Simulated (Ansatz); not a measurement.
Consider CaO in the rock salt structure (space group Fm-3m, No. 225).

```yaml
crystal:
  lattice:
    - [0.00000, 2.38356, 2.38356]
    - [2.38356, 0.00000, 2.38356]
    - [2.38356, 2.38356, 0.00000]
  atoms:
    - { symbol: Ca, position: [0.00000, 0.00000, 0.00000] }
    - { symbol: O, position: [0.50000, 0.50000, 0.50000] }
```

Cartesian axes are those of the cell as printed.

Method: PBEsol/PAW in Ansatz (a program for electronic structure), no spin-orbit coupling.

One thing is altered: the cell is stretched by 3.00 % along z with no lateral relaxation; the atoms relax in the strained cell.

Q: Predict the stress tensor and what it implies for the stiffness.

A: Stress of the strained cell less that of the base (GPa, compression positive):
```
  -1.67    0.00    0.00
   0.00   -1.67    0.00
   0.00    0.00   -5.65
```

Then −Δσ_ii/ε with ε = 0.0300 gives secant stiffness values (nonlinear terms included at this strain): C33 ≈ 188 GPa, C13 ≈ 56 GPa and C23 ≈ 56 GPa.

As a check, the harmonic strain energy −½ V₀ Δσ:ε is 7.2 meV/atom; the computed energy rise is 7.6 meV/atom.

Stability against distortions was not tested.
